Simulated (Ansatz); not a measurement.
System: WMo (model structure, Fm-3m, No. 225, 2 atoms in the cell). Method: PBEsol in Ansatz (plane waves, PAW).

Numerical settings: plane-wave cutoff 520 eV, 18×18×18 k mesh, Fermi–Dirac smearing 0.05 eV, no spin polarisation, scalar-relativistic PAW data made under PBE.

Cell (relaxed at this level):

```cif
data_Mo4W4
_chemical_formula_sum 'Mo4 W4'
_space_group_name_H-M_alt 'Fm-3m'
_space_group_IT_number 225
_space_group_name_Hall '-F 4 2 3'
_cell_length_a 5.18021
_cell_length_b 5.18021
_cell_length_c 5.18021
_cell_angle_alpha 90.000
_cell_angle_beta 90.000
_cell_angle_gamma 90.000
loop_
_atom_site_label
_atom_site_type_symbol
_atom_site_symmetry_multiplicity
_atom_site_Wyckoff_symbol
_atom_site_fract_x
_atom_site_fract_y
_atom_site_fract_z
_atom_site_occupancy
Mo1 Mo 4 a 0.00000 0.00000 0.00000 1
W1 W 4 b 0.50000 0.50000 0.50000 1
```
(The calculation used a cell of 2 atoms; values per cell refer to that cell.)

Give the computed bulk modulus.


bulk modulus: 220 GPa

Note: the run has no spin polarisation, so it can have missed a magnetic state; the bulk modulus is −V dP/dV from two relaxed cells at ±2 % in volume; the relaxation could raise the start's symmetry but not lower it, so the cell can be a saddle point.

Spin–orbit coupling is not included.

The result took around 50 core-seconds (rough).

A model structure was made by putting elements into a prototype or built by hand; it is no filed structure, need not be a known phase, and can be a saddle point held by its symmetry.

Ansatz is a first-principles code.
